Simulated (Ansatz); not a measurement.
Take SnC in the rock salt structure (space group Fm-3m, No. 225; a = 4.8015 Å; a hypothetical phase, not in the database extracts checked; relaxed with 0.1 eV smearing) as the base. Axes: x, y, z lie along the cube axes.

(Cell as relaxed with PBE.)

Levels (all Ansatz, an electronic-structure program, PAW): PBE (420 eV, no spin-orbit coupling); PBEsol (420 eV, scalar-relativistic without spin-orbit coupling).

Each level relaxes its own structure.

```json
[
 {"base": "volume per atom", "PBE": "13.84 Å³", "PBEsol": "13.36 Å³"},
 {"base": "lattice parameter a", "PBE": "4.801 Å", "PBEsol": "4.745 Å"},
 {"base": "band gap", "PBE": "zero", "PBEsol": "zero"}
]
```

It is then changed as follows: the cell is stretched by 5.16 % along x with no lateral relaxation, atoms relaxed at fixed cell.

```tsv
quantity	PBE	PBEsol
energy relative to the base (free energy F)	+22 meV/atom	(withheld)
pressure (mean of the normal stresses, compression positive)	-5.3 GPa	(withheld)
band gap	zero	(withheld)
```

**Question.** What does PBEsol give?

**Answer.** 
- energy relative to the base (free energy F), PBEsol: +24 meV/atom
- pressure (mean of the normal stresses, compression positive), PBEsol: -6.1 GPa
- band gap, PBEsol: zero

PBE's energy relative to the base lies 2.2 meV/atom below PBEsol's; PBE's pressure lies 0.72 GPa above PBEsol's; the two agree on the band gap. Neither level is exact; PBEsol is the comparison here, not a measurement.

The cells carry an imposed strain or load. Whether these cells are dynamically stable was not tested. The final runs are not spin-polarised.
